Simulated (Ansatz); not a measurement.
Start from Cs$_{2}$AgBiF$_{6}$ (space group Fm-3m, No. 225; a = 9.3592 Å; a cell from a computed database, its experimental status unchecked). Axes: x, y, z lie along the cube axes.

The values are results of r2SCAN/PAW in Ansatz (a program for electronic structure), without spin-orbit coupling, not measurements.

Base values:

The pressure is 0.00 GPa.

Now apply this change: compressive biaxial strain of 4.07 % in the plane normal to [111], as in epitaxy on a mismatched substrate; the out-of-plane cell vector and the atoms relax.

Estimate the effect on the ratio −ε⊥/ε∥, energy relative to the base and pressure.

The ratio −ε⊥/ε∥ is 1.37; the energy rises by 9.6 meV/atom; the pressure (mean of the normal stresses, compression positive) goes from zero to 1.23 GPa.

Whether these cells are dynamically stable was not tested.
